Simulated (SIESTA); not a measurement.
## Worked example: self-consistent single point of Mg6ZnB (Amm2, 8 atoms in the cell) in SIESTA

Method of the run: GGA PBEsol, numerical atomic orbitals DZP, PseudoDojo PBEsol standard norm-conserving potentials (rewritten from UPF to PSML) in SIESTA.

Input:

```
# files in the folder: Mg.psml Zn.psml B.psml (PseudoDojo PBEsol standard)
SystemName  Mg6ZnB
SystemLabel siesta

NumberOfAtoms                8
NumberOfSpecies              3
%block ChemicalSpeciesLabel
  1 12 Mg
  2 30 Zn
  3 5 B
%endblock ChemicalSpeciesLabel
LatticeConstant              1.0 Ang
%block LatticeVectors
     3.885600000    0.000000000    0.000000000
     0.000000000    4.047245000    4.884945000
     0.000000000   -4.047245000    4.884945000
%endblock LatticeVectors
AtomicCoordinatesFormat      Ang
%block AtomicCoordinatesAndAtomicSpecies
     1.942800000    2.603592708    6.173202695  1
     1.942800000   -2.603592708    6.173202695  1
     1.942800000   -0.000000000    8.524326724  1
     0.000000000    1.874117270    3.763459327  1
     0.000000000   -1.874117270    3.763459327  1
     0.000000000    0.000000000    6.256246760  1
     1.942800000   -0.000000000    4.197535540  2
     0.000000000   -0.000000000    0.228322329  3
%endblock AtomicCoordinatesAndAtomicSpecies

XC.functional                GGA
XC.authors                   PBEsol
PAO.BasisSize                DZP
PAO.EnergyShift              0.01 Ry
MeshCutoff                   400 Ry
%block kgrid.MonkhorstPack
    5   0   0  0.0
    0   3   0  0.0
    0   0   3  0.0
%endblock kgrid.MonkhorstPack
OccupationFunction           FD
ElectronicTemperature        1160.45 K

MaxSCFIterations             150
SCF.Mixer.Method             Pulay
SCF.Mixer.Weight             0.1
SCF.Mixer.History            6
SCF.DM.Tolerance             1.0E-04
Diag.ParallelOverK           true
WriteForces                  true
```

The program printed (abridged):

```
reinit: Reading from file input.fdf

reinit: System Name: Mg6ZnB
reinit: System Label: siesta

coor:   Atomic-coordinates input format  =     Cartesian coordinates
coor:                                          (in Angstroms)

siesta: Atomic coordinates (Bohr) and species
siesta:      3.67136   4.92008  11.66566  1        1
siesta:      3.67136  -4.92008  11.66566  1        2
siesta:      3.67136  -0.00000  16.10864  1        3
siesta:      0.00000   3.54157   7.11191  1        4
siesta:      0.00000  -3.54157   7.11191  1        5
siesta:      0.00000   0.00000  11.82259  1        6
siesta:      3.67136  -0.00000   7.93219  2        7
siesta:      0.00000  -0.00000   0.43147  3        8

siesta: System type = bulk

initatomlists: Number of atoms, orbitals, and projectors:      8    86    74

siesta: ******************** Simulation parameters ****************************
redata: Spin configuration                          = none
redata: Time-Reversal Symmetry                      = T
redata: Number of Atomic Species                    =        3
redata: Mesh Cutoff                                 =   400.0000 Ry
redata: Net charge of the system                    =     0.0000 |e|
redata: Min. number of SCF Iter                     =        0
redata: Max. number of SCF Iter                     =      150
redata: SCF convergence failure will abort job
redata: SCF mix quantity                            = Hamiltonian
redata: Mix DM or H after convergence               =   F
redata: Recompute H after scf cycle                 =   F
redata: Mix DM in first SCF step                    =   T
redata: No kicks to SCF
redata: DM Mixing Weight for Kicks                  =     0.5000
redata: Require Harris convergence for SCF          =   F
redata: Harris energy tolerance for SCF             =     0.000100 eV
redata: Require DM convergence for SCF              =   T
   [... lines left out ...]
diag: Parallel distribution                         =     1 x     1
diag: Used triangular part                          = Lower
diag: Absolute tolerance                            =  0.100E-15
diag: Orthogonalization factor                      =  0.100E-05
diag: Memory factor                                 =  1.0000

superc: Internal auxiliary supercell:     5 x     5 x     5  =     125
superc: Number of atoms, orbitals, and projectors:   1000  10750   9250

                        Single-point calculation

superc: Internal auxiliary supercell:     5 x     5 x     5  =     125
superc: Number of atoms, orbitals, and projectors:   1000  10750   9250

outcell: Unit cell vectors (Ang):
        3.885600    0.000000    0.000000
        0.000000    4.047245    4.884945
        0.000000   -4.047245    4.884945

outcell: Cell vector modules (Ang)   :    3.885600    6.343728    6.343728
outcell: Cell angles (23,13,12) (deg):     79.2844     90.0000     90.0000
outcell: Cell volume (Ang**3)        :    153.6410
new_DM -- step:     1
Initializing Density Matrix...

Attempting to read DM from file... Failed...
DM filled with atomic data:

InitMesh: MESH = 48 x 80 x 80 = 307200
InitMesh: Mesh cutoff (required, used) =   400.000   421.763 Ry

stepf: Fermi-Dirac step function
        iscf     Eharris(eV)        E_KS(eV)     FreeEng(eV)     dDmax    Ef(eV) dHmax(eV)
   scf:    1   -14476.987483   -15125.192618   -15125.429884  2.824711 -1.476940130.459444
   scf:    2   -15451.461251   -15435.572818   -15435.656048  1.847333 -3.056394  6.650530
   scf:    3   -15437.504391   -15436.631234   -15436.727581  0.179366 -3.075812  4.920309
   scf:    4   -15437.463668   -15437.436215   -15437.555597  0.349766 -3.002653  2.033658
   scf:    5   -15437.410475   -15437.515862   -15437.642101  0.186305 -2.968608  1.289014
   scf:    6   -15434.562931   -15436.569921   -15436.682564  0.390004 -2.972641  4.279215
   [... 7 lines left out ...]
   scf:   14   -15437.583355   -15437.583331   -15437.705943  0.001493 -3.032207  0.003543
   scf:   15   -15437.583330   -15437.583331   -15437.705944  0.000405 -3.032269  0.002080
   scf:   16   -15437.583336   -15437.583333   -15437.705945  0.000147 -3.032338  0.001185
   scf:   17   -15437.583344   -15437.583339   -15437.705945  0.000282 -3.032559  0.000423
   scf:   18   -15437.583336   -15437.583337   -15437.705945  0.000008 -3.032569  0.000392
SCF Convergence by DM+H criterion
max |DM_out - DM_in|         :     0.0000077001
max |H_out - H_in|      (eV) :     0.0003916793
SCF cycle converged after 18 iterations

Using DM_out to compute the final energy and forces

siesta: E_KS(eV) =           -15437.5833

siesta: E_KS - E_eggbox =    -15437.5833

siesta: Atomic forces (eV/Ang):
     1   -0.000000   -0.279006    0.163142
     2    0.000000    0.279006    0.163142
     3    0.000000   -0.000000   -0.253927
     4   -0.000000   -0.292754   -0.004466
     5    0.000000    0.292754   -0.004466
     6    0.000000   -0.000000   -0.205123
     7   -0.000000   -0.000000   -0.005532
     8    0.000000    0.000000    0.114504
   Tot    0.000000    0.000000   -0.032728
   Max    0.292754
   Res    0.144347    sqrt( Sum f_i^2 / 3N )
   Max    0.292754    constrained

Stress tensor Voigt[x,y,z,yz,xz,xy] (kbar):       -2.96        2.89        4.16       -0.00       -0.00        0.00
(Free)E + p*V (eV/cell)   -15437.8366
Target enthalpy (eV/cell)   -15437.7059

siesta: Program's energy decomposition (eV):
siesta: Ebs     =     -3586.108411
siesta: Eions   =     18478.617725
siesta: Ena     =      1025.927548
siesta: Ekin    =      8068.797607
siesta: Enl     =     -4244.335032
siesta: Eso     =         0.000000
siesta: Edftu   =         0.000000
siesta: DEna    =        90.465478
siesta: DUscf   =         5.421097
siesta: DUext   =         0.000000
siesta: Ex      =     -1789.164934
siesta: Ec      =      -116.077375
siesta: Exc     =     -1905.242309
siesta: Eharris =    -15437.583336
siesta: Etot    =    -15437.583337
siesta: FreeEng =    -15437.705945

siesta: Atomic forces (eV/Ang):
siesta:      1   -0.000000   -0.279006    0.163142
siesta:      2    0.000000    0.279006    0.163142
siesta:      3    0.000000   -0.000000   -0.253927
siesta:      4   -0.000000   -0.292754   -0.004466
siesta:      5    0.000000    0.292754   -0.004466
siesta:      6    0.000000   -0.000000   -0.205123
siesta:      7   -0.000000   -0.000000   -0.005532
siesta:      8    0.000000    0.000000    0.114504
siesta: ----------------------------------------
siesta:    Tot    0.000000    0.000000   -0.032728

siesta: Stress tensor (static) (eV/Ang**3):
siesta:    -0.001850    0.000000   -0.000000
siesta:     0.000000    0.001807   -0.000000
siesta:    -0.000000   -0.000000    0.002593

siesta: Cell volume =        153.641048 Ang**3

siesta: Pressure (static):
siesta:                Solid            Molecule  Units
siesta:          -0.00000926          0.00008182  Ry/Bohr**3
siesta:          -0.00085024          0.00751256  eV/Ang**3
siesta:          -1.36223744         12.03645123  kBar
```

The run converged in 18 iterations.

The starting cell comes from a database of computed structures (which also holds hypothetical and non-ambient phases and stackings), without a prior relaxation at this level. Values carry the incompleteness of an atom-centred basis.

Cost on one core of a shared machine: roughly 40 s.
